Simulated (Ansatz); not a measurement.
Reference: Ir (Fm-3m), PBEsol with spin-orbit coupling, DFPT electron-phonon coupling, linearised Boltzmann equation (plane waves, PAW; Ansatz, a quantum-chemistry and plane-wave program); geometry: relaxed with this functional, without spin-orbit coupling.

```
CELL_PARAMETERS angstrom
      0.00000     1.91493     1.91493
      1.91493     0.00000     1.91493
      1.91493     1.91493     0.00000
ATOMIC_POSITIONS crystal
  Ir 0.00000 0.00000 0.00000
```

- resistivity at 300 K: 5.1 μΩ·cm
- mean free path at 300 K: 8.3 nm
- electron-phonon coupling λ: 0.40
- logarithmic mean phonon energy: 18.3 meV

Replace Ir by Au on the same sites and relax. What happens?

Au (Fm-3m): volume per atom 14.0 to 17.0 Å³; resistivity at 300 K falls (5.1 μΩ·cm to 2.9 μΩ·cm); mean free path at 300 K rises (8.3 nm to 30 nm); electron-phonon coupling λ falls (0.40 to 0.187); logarithmic mean phonon energy falls (18.3 meV to 8.9 meV).

Replace Ir by Pt on the same sites and relax. What happens?

Pt (Fm-3m): volume per atom 14.0 to 15.0 Å³; resistivity at 300 K rises (5.1 μΩ·cm to 9.6 μΩ·cm); mean free path at 300 K falls (8.3 nm to 5.8 nm); electron-phonon coupling λ rises (0.40 to 0.47); logarithmic mean phonon energy falls (18.3 meV to 11.4 meV).

Moves up to 14 % count as about the same. Metals; harmonic phonons alone scatter; means over directions. The mean free path is weighted by the current that each state carries. Halving the electron mesh moves these values by up to 9 %; q meshes are mostly untested.
